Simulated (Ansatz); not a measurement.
For MoGe2 (I4/mmm, No. 139, 3 atoms in the cell; start mp-10201), PBEsol in Ansatz (PAW) gives:

lattice constant a: 3.297 Å
c axis length: 8.188 Å
cohesive energy: 5.38 eV/atom

Problem. What does r²SCAN+rVV10 in Ansatz (PAW) give for the same quantities?

Solution. 
- lattice constant a: 3.309 Å (grows by 0.4 %)
- lattice parameter c: 8.172 Å (decreases by 0.2 %)
- cohesive energy: 4.85 eV/atom (drops by 0.53 eV/atom)

Changes are worked out from the printed values.

Unless a cell is named, each level is at its own relaxed cell (PBEsol 14.83, r²SCAN+rVV10 14.92 Å³/atom).

Caveats: the relaxation could not lower the start's symmetry, so the cell can be a saddle point above a distorted one (PBEsol, r²SCAN+rVV10). Ansatz's density-functional and Hartree–Fock values are scalar-relativistic unless marked +SOC, with PAW data made under PBE.

A start named mp-… is a Materials Project structure, which need not be a measured phase.

Ansatz is a quantum-chemistry and plane-wave program.
